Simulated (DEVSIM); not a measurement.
System: W/SiON/p-Ge capacitor, at 300 K.

Layer 1 from the left is SiON, thickness (nm) 2.50. Layer 2 from the left is Ge, thickness (nm) 13000, Na (cm⁻³) 2.1e15.

Metal gate on the left, work function 4.6 eV. Fixed charge at the semiconductor interface -2.1e10 cm⁻² (in units of +e); no interface traps.

This is a model device: material constants are rounded textbook-type values typed into the input, and sizes, dopings and lifetimes were drawn at random. Values at 300 K.

SiON: gap (eV) 7, affinity (eV) 1.4, permittivity 5.5. Ge: gap (eV) 0.664, affinity (eV) 4, permittivity 16, Nc (cm⁻³) 1.04e19, Nv (cm⁻³) 6e18.

Model (solved in DEVSIM): 1D Poisson equation in equilibrium, Boltzmann statistics, complete ionisation; no quantum confinement or tunnelling. Metal contacts follow the ideal Schottky-Mott rule: no Fermi-level pinning, no interface dipoles.

**Question.** What does the simulation give for the threshold voltage (band bending 2φF), the flat-band voltage?

**Answer.** threshold voltage (band bending 2φF) 0.39 V; flat-band voltage 0.14 V.
